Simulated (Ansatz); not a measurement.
Start from NiO in the rock salt structure (space group Fm-3m, No. 225; ferromagnetic).

```xyz
2
Lattice="0.0000 2.0953 2.0953 2.0953 0.0000 2.0953 2.0953 2.0953 0.0000" Properties=species:S:1:pos:R:3 pbc="T T T"
O      0.0000     0.0000     0.0000
Ni     2.0953     2.0953     2.0953
```

Cartesian axes are those of the cell as printed.

Computed with plane-wave PAW DFT at the r2SCAN level (Ansatz, an electronic-structure program, 500 eV), spin-orbit coupling left out, earlier PAW set.

Base values:

| Property | Value |
|---|---|
| Smallest direct gap | 1.74 eV |

It is then changed as follows: uniaxial stress, 3 GPa compression along z; all other stress components relax to zero.

Question: What does the calculation give for the smallest direct gap and mean lateral Poisson ratio after the change?

Answer: The smallest direct gap shrinks by 0.03 eV (1.74 eV → 1.71 eV); the mean lateral Poisson ratio is 0.26.

Load acts through the strain it causes; cell and atoms are relaxed under it. Stability under load was not tested beyond the relaxation. No Hubbard U is applied and the magnetic state is the run's own (NiO ferromagnetic); small cells can't hold the antiferromagnetic order that many such compounds have, so gaps and moments can be off. A gap here joins edges of opposite spin (a spin-flip gap). In its common phase, real NiO is an antiferromagnetic insulator at low temperature.
